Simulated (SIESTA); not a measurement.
SIESTA run on CuI (F-43m, 2 atoms in the cell): self-consistent single point.

Method of the run: SIESTA with GGA PBE with spin-orbit coupling, numerical atomic orbitals DZP, PseudoDojo PBE fully relativistic norm-conserving potentials (rewritten from UPF to PSML).

```
CELL_PARAMETERS angstrom
      0.00000     3.02500     3.02500
      3.02500     0.00000     3.02500
      3.02500     3.02500     0.00000
ATOMIC_POSITIONS crystal
  Cu 0.00000 0.00000 0.00000
  I  0.25000 0.25000 0.25000
```

Reference input (self-consistent single point, DFT, GGA PBE, numerical atomic orbitals DZP, PseudoDojo PBE standard norm-conserving potentials (rewritten from UPF to PSML)): XC.functional = GGA; XC.authors = PBE; potentials = PseudoDojo PBE standard; PAO.BasisSize = DZP; PAO.EnergyShift = 0.01 Ry; MeshCutoff = 300 Ry; kgrid.MonkhorstPack = 5 5 5; OccupationFunction = FD; ElectronicTemperature = 116.05 K; MaxSCFIterations = 150; SCF.Mixer.Method = Broyden; SCF.Mixer.Weight = 0.2. This run's input differs from it in these lines:

```diff
@@ -1,2 +1,2 @@
-# files in the folder: Cu.psml I.psml (PseudoDojo PBE standard)
+# files in the folder: Cu.psml I.psml (PseudoDojo PBE fully relativistic)
 SystemName  CuI
@@ -34,2 +34,7 @@
 ElectronicTemperature        116.05 K
+Spin                         spin-orbit
+%block DM.InitSpin
+  1 0.00 0.00 0.00
+  2 0.00 0.00 0.00
+%endblock DM.InitSpin
```

The program printed (abridged):

```
        iscf     Eharris(eV)        E_KS(eV)     FreeEng(eV)     dDmax    Ef(eV) dHmax(eV)
   scf:    1    -5289.208262    -5436.380051    -5436.381235  1.285552  1.967313 60.696906
     spin moment: {S} , |S| = {   -0.00000    0.00000   -0.00000 }     0.00000
   scf:    2    -5500.237608    -5506.059519    -5506.059519  1.446782 -2.554553 10.092430
     spin moment: {S} , |S| = {    0.00000    0.00000   -0.00000 }     0.00000
   scf:    3    -5508.032164    -5507.146935    -5507.146935  0.076481 -2.007655  5.340261
     spin moment: {S} , |S| = {    0.00000   -0.00000    0.00000 }     0.00000
   [... lines left out ...]
     spin moment: {S} , |S| = {    0.00000    0.00000   -0.00000 }     0.00000
   scf:    8    -5507.626321    -5507.626010    -5507.626010  0.002932 -1.626835  0.022361
     spin moment: {S} , |S| = {   -0.00000    0.00000   -0.00000 }     0.00000
   scf:    9    -5507.625976    -5507.626026    -5507.626026  0.000539 -1.627941  0.001611
     spin moment: {S} , |S| = {   -0.00000   -0.00000    0.00000 }     0.00000
   scf:   10    -5507.626016    -5507.626027    -5507.626027  0.000088 -1.628724  0.000925
     spin moment: {S} , |S| = {   -0.00000    0.00000    0.00000 }     0.00000
SCF Convergence by DM+H criterion
max |DM_out - DM_in|         :     0.0000876329
max |H_out - H_in|      (eV) :     0.0009247180
SCF cycle converged after 10 iterations

Using DM_out to compute the final energy and forces

siesta: E_KS(eV) =            -5507.6260

siesta: E_KS - E_eggbox =     -5507.6260

siesta: Atomic forces (eV/Ang):
     1   -0.000033   -0.000033   -0.000033
     2    0.000045    0.000045    0.000045
   Tot    0.000012    0.000012    0.000012
   Max    0.000045
   Res    0.000039    sqrt( Sum f_i^2 / 3N )
   Max    0.000045    constrained

Stress tensor Voigt[x,y,z,yz,xz,xy] (kbar):        5.79        5.79        5.79       -0.23       -0.23       -0.23
(Free)E + p*V (eV/cell)    -5507.8260
Target enthalpy (eV/cell)    -5507.6260

siesta: Program's energy decomposition (eV):
siesta: Enl(+so)=      -862.485506
   [... lines left out ...]
siesta: FreeEng =     -5507.626027
   [... lines left out ...]
siesta:     0.003611   -0.000142   -0.000142
siesta:    -0.000142    0.003611   -0.000142
siesta:    -0.000142   -0.000142    0.003611

siesta: Cell volume =         55.361281 Ang**3

siesta: Pressure (static):
siesta:                Solid            Molecule  Units
siesta:          -0.00003933         -0.00003934  Ry/Bohr**3
siesta:          -0.00361127         -0.00361234  eV/Ang**3
siesta:          -5.78589471         -5.78760134  kBar
```

The run converged in 10 iterations. Against the reference run the pressure moves little (-0.64 to -0.58 GPa) and the gap on the mesh goes from 1.600 to 1.451 eV.

The starting cell has typed, rounded lattice constants, without a prior relaxation at this level. Values carry the incompleteness of an atom-centred basis.
